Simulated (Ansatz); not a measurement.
# Response to strain in PbS

The parent structure is PbS in the rock salt structure (space group Fm-3m, No. 225).

```xyz
2
Lattice="0.0000 2.9874 2.9874 2.9874 0.0000 2.9874 2.9874 2.9874 0.0000" Properties=species:S:1:pos:R:3 pbc="T T T"
Pb     0.0000     0.0000     0.0000
S      2.9874     2.9874     2.9874
```

Cartesian axes are those of the cell as printed.

Strains are applied to the cell and any free atomic positions relax.

Calculations: plane-wave PAW DFT at the r2SCAN level (Ansatz, an electronic-structure program, 500 eV), spin-orbit coupling left out.

Notes on the quantities. energy relative to the base: free energy F.

```tsv
change	band gap	smallest direct gap	energy relative to the base	volume per atom
base	0.69 eV	0.69 eV	0 meV/atom	26.66 Å³
tensor shear ε_xy = +1.71 %	0.52 eV	0.66 eV	+2.0 meV/atom	26.65 Å³
tensor shear ε_xy = +1.43 %	0.55 eV	0.66 eV	+1.4 meV/atom	26.65 Å³
tensor shear ε_xy = +1.14 %	0.58 eV	0.67 eV	+0.9 meV/atom	26.66 Å³
tensor shear ε_xy = +0.57 %	0.64 eV	0.68 eV	+0.2 meV/atom	26.66 Å³
tensor shear ε_xy = +0.29 %	0.66 eV	0.69 eV	+0.1 meV/atom	26.66 Å³
tensor shear ε_xy = +2.00 %	0.49 eV	0.65 eV	+2.7 meV/atom	26.65 Å³
tensor shear ε_xy = +0.86 %	0.61 eV	0.68 eV	+0.5 meV/atom	26.66 Å³
```

With Pb present, leaving out spin-orbit coupling can change the band edges. Stability against distortions was not tested.
